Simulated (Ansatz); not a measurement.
Functionals compared on the (31-41) surface of hcp Be in its 1x1 cell, outermost plane spacing 0.09 Å in the ideal cut, in Ansatz (plane waves, PAW). The structure was relaxed with PBE; the other rows are single points on it, each with its references at the same level. Cutoff 420 eV (500 eV for r2SCAN).

Slab: 40 atoms, 10.3 Å thick at the start (thin: gaps and levels are the slab's own); k 9x6x1, smearing 0.1 eV, dipole-corrected; all atoms relaxed; symmetry of the start imposed; no spin, no spin-orbit, no U. These notes are the PBE run's.

```csv
functional,surface energy (J/m²),work function of the top face (eV),rough cost of the single point
PBE,2.23,4.51,–
LDA,?,?,around 120 core-seconds (rough)
PBEsol,2.42,4.56,around 120 core-seconds (rough)
RPBE,2.09,4.43,about 2.1 core-minutes (a rough figure)
r2SCAN,2.31,4.51,very roughly 3 core-minutes
```

Question: What belongs in the gaps?

Answer: 
- LDA, surface energy (J/m²): 2.50
- LDA, work function of the top face (eV): 4.69

Ansatz is a first-principles code.
